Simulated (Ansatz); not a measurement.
Start from CuI in the zinc blende structure (space group F-43m, No. 216; a = 6.0228 Å). Axes: x, y, z lie along the cube axes.

Level of theory: Ansatz (a quantum-chemistry and plane-wave program), r2SCAN, PAW, cutoff 500 eV, no spin-orbit coupling.

Strains are applied to the cell and any free atomic positions relax; under biaxial strain the out-of-plane vector relaxes too.

One change was made to it. Results:

```json
[
 {"quantity": "band gap", "base": "1.67 eV", "after": "1.69 eV"},
 {"quantity": "energy relative to the base (free energy F)", "base": "0 meV/atom", "after": "+1.0 meV/atom"},
 {"quantity": "valence-band top at Γ (three highest levels, from the VBM)", "base": "0.00, 0.00, 0.00 eV", "after": "0.00, 0.00, -0.02 eV"}
]
```

Q: Name the change that was made.
A) biaxial strain −2.50 %, plane normal [111], relaxed out of plane
B) biaxial strain −1.67 %, plane normal [111], relaxed out of plane
C) biaxial strain −2.08 %, plane normal [111], relaxed out of plane
D) biaxial strain −0.83 %, plane normal [111], relaxed out of plane
E) biaxial strain −1.25 %, plane normal [111], relaxed out of plane

A: D, biaxial strain −0.83 %, plane normal [111], relaxed out of plane. For comparison, the energy relative to the base in the other runs: biaxial strain −2.50 %, plane normal [111], relaxed out of plane gives +8.8 meV/atom; biaxial strain −1.67 %, plane normal [111], relaxed out of plane gives +3.9 meV/atom; biaxial strain −2.08 %, plane normal [111], relaxed out of plane gives +6.1 meV/atom; biaxial strain −1.25 %, plane normal [111], relaxed out of plane gives +2.2 meV/atom.

With I present, leaving out spin-orbit coupling can change the band edges. Stability against distortions was not tested. All final runs are without spin polarisation.
